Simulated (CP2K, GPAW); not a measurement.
A CP2K input for a self-consistent single point of Zr2Al (P1, 6 atoms in the cell) (DFT PBEsol, GPW, DZVP-MOLOPT-SR-GTH basis, GTH-PBE potentials (GTH_POTENTIALS)):

```
&GLOBAL
  PROJECT zr2al
  RUN_TYPE ENERGY_FORCE
  PRINT_LEVEL LOW
&END GLOBAL
&FORCE_EVAL
  METHOD Quickstep
  STRESS_TENSOR ANALYTICAL
  &DFT
    BASIS_SET_FILE_NAME BASIS_MOLOPT
    POTENTIAL_FILE_NAME GTH_POTENTIALS
    &QS
      METHOD GPW
      EPS_DEFAULT 1E-10
    &END QS
    &MGRID
      CUTOFF 500
      REL_CUTOFF 50
      NGRIDS 5
    &END MGRID
    &SCF
      SCF_GUESS ATOMIC
      EPS_SCF 1E-6
      MAX_SCF 100
      ADDED_MOS 10
      &DIAGONALIZATION
        ALGORITHM STANDARD
      &END DIAGONALIZATION
      &MIXING
        METHOD BROYDEN_MIXING
        ALPHA 0.3
        NBUFFER 12
        BETA 1.5
      &END MIXING
      &SMEAR ON
        METHOD GAUSSIAN
        SIGMA [eV] 0.1
      &END SMEAR
    &END SCF
    &KPOINTS
      SCHEME MONKHORST-PACK 5 5 5
    &END KPOINTS
    &XC
      &XC_FUNCTIONAL
        &PBE
          PARAMETRIZATION PBESOL
        &END PBE
      &END XC_FUNCTIONAL
    &END XC
    &PRINT
      &MO
        EIGENVALUES T
        OCCUPATION_NUMBERS T
        NDIGITS 8
        FILENAME mo
        &EACH
          QS_SCF 0
        &END EACH
        ADD_LAST NUMERIC
      &END MO
      &MULLIKEN OFF
      &END MULLIKEN
    &END PRINT
  &END DFT
  &SUBSYS
    &CELL
      A 5.50520200 0.00000000 0.00000000
      B -2.91017600 4.67312900 0.00000000
      C -1.29751300 -2.33656400 4.81291800
      PERIODIC XYZ
    &END CELL
    &COORD
      Zr       0.83922065    -0.44826732     2.32299819
      Zr       0.41720447     2.78103073     2.45482883
      Zr      -2.04191896     1.20256005     3.88457350
      Zr       3.36540297     1.16856975     0.94391429
      Al       0.62575463     1.20121379    -0.00141500
      Al       1.98439244     3.44114967     0.02093138
    &END COORD
    &KIND Zr
      BASIS_SET DZVP-MOLOPT-SR-GTH-q12
      POTENTIAL GTH-PBE-q12
    &END KIND
    &KIND Al
      BASIS_SET DZVP-MOLOPT-SR-GTH-q3
      POTENTIAL GTH-PBE-q3
    &END KIND
  &END SUBSYS
  &PRINT
    &FORCES ON
    &END FORCES
    &STRESS_TENSOR ON
    &END STRESS_TENSOR
  &END PRINT
&END FORCE_EVAL
```

Question: Translate this input to GPAW.

Answer: One input that does it (others would too):

```python
from ase import Atoms
from ase.units import GPa
from gpaw import GPAW, PW

atoms = Atoms(['Zr', 'Zr', 'Zr', 'Zr', 'Al', 'Al'],
              cell=[[-3.403247, 3.403247, 2.672653],
                    [3.403247, -3.403247, 2.672653],
                    [3.403247, 3.403247, -2.672653]],
              scaled_positions=[[0.343063, 0.145405, 0.482659],
                                [0.645398, 0.850136, 0.510050],
                                [0.168683, 0.660892, 0.807114],
                                [0.841562, 0.348122, 0.196121],
                                [0.249400, 0.256900, -0.000294],
                                [0.751894, 0.738544, 0.004349]],
              pbc=True)

calc = GPAW(mode=PW(550),
            xc='PBEsol',
            kpts=(5, 5, 5),
            occupations={'name': 'methfessel-paxton', 'width': 0.1, 'order': 0},
            nbands=-10,
            convergence={'density': 1e-05},
            symmetry={'symmorphic': False, 'tolerance': 0.0005},
            maxiter=100,
            txt='-')

atoms.calc = calc

energy = atoms.get_potential_energy()
print('Energy (eV):', round(energy, 6))
forces = atoms.get_forces()
print('Forces (eV/Ang):')
print(forces.round(5))
stress = atoms.get_stress()
print('Stress (GPa, Voigt):', (stress / GPa).round(4))
```

Basis settings and potentials, where a program has them, do not carry over. This input uses DFT PBEsol, plane waves, GPAW PAW datasets PBEsol (made by gpaw-setup).

The starting cell comes from a database of computed structures (which also holds hypothetical and non-ambient phases and stackings), without a prior relaxation at this level. Its lattice was rescaled by a random factor within 2.5 % of one. For this run, on top of that: atoms moved at random.
